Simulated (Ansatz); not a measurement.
The reference is a 12-atom supercell of ZrB₂ (space group P6/mmm, No. 191; a = 3.1677 Å, c = 3.5503 Å) at its relaxed geometry.

The values are results of plane-wave PAW DFT at the r2SCAN level (Ansatz, a quantum-chemistry and plane-wave program, 500 eV), no SOC, not measurements.

For the base:

The mean distance from the defect site to its nearest host atoms is 1.83 Å and the pressure comes out as 0.0 GPa.

One thing is altered: a neutral B vacancy, atoms relaxed at fixed cell, starting from a slightly rattled geometry.

Estimate the effect on the largest displacement of a host atom from its site in the perfect cell.

The largest displacement of a host atom from its site in the perfect cell amounts to 0.07 Å.

Estimate the effect on the mean distance from the defect site to its nearest host atoms.

The mean distance from the defect site to its nearest host atoms rises by 0.07 Å to 1.90 Å.

Estimate the effect on the pressure.

The pressure goes from zero to 1.4 GPa.

In so small a cell the defect repeats every few ångströms: this is an ordered compound, not a dilute defect. The final runs are not spin-polarised. The defect cell is not spin-polarised.
